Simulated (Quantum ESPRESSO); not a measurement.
## Relaxation of the atoms of MnZn (Pm-3m, 2 atoms in the cell) at several settings

```
CELL_PARAMETERS angstrom
      2.96378     0.00000     0.00000
      0.00000     2.96378     0.00000
      0.00000     0.00000     2.96378
ATOMIC_POSITIONS crystal
  Mn 0.00000 0.00000 0.00000
  Zn 0.50000 0.50000 0.50000
```
Moments meant for the start (each program seeds them in its own way; μB, in the order of the atoms Mn Zn): 4.0 0.0.

Base: PBEsol, GBRV 1.5 ultrasoft (PBESOL) pseudopotentials (Quantum ESPRESSO). Its settings: ecutwfc = 50 Ry; ecutrho = 400 Ry; occupations = smearing; smearing = gauss; degauss = 0.0147 Ry; nspin = 2; potentials = {Mn: mn_pbesol_v1.5.uspp.F.UPF, Zn: zn_pbesol_v1.uspp.F.UPF}; K_POINTS = automatic 9 9 9 1 1 1; conv_thr = 1e-10 Ry; mixing_beta = 0.4. Starting volume 13.02 Å³ per atom.

Each line gives the change from the base single point and the result:

- atoms moved at random; calculation: scf → relax; tprnfor: true → default; tstress: true → default; forc_conv_thr: default → 0.00019 Ry/bohr: largest force (vector length) 0.004 eV/Å; relaxation steps 3; free energy against the base single point 0.0 meV/atom.
- atoms moved at random; calculation: scf → relax; tprnfor: true → default; tstress: true → default; forc_conv_thr: default → 0.0039 Ry/bohr: largest force (vector length) 0.065 eV/Å; relaxation steps 2; free energy against the base single point 0.2 meV/atom.
- atoms moved at random; calculation: scf → relax; tprnfor: true → default; tstress: true → default; forc_conv_thr: default → 0.0012 Ry/bohr: largest force (vector length) 0.004 eV/Å; relaxation steps 3; free energy against the base single point 0.0 meV/atom.

The starting cell comes from a database of computed structures (which also holds hypothetical and non-ambient phases and stackings), without a prior relaxation at this level. Its lattice was rescaled by a random factor within 2.5 % of one. With one magnetic atom in the cell only a parallel order is possible.
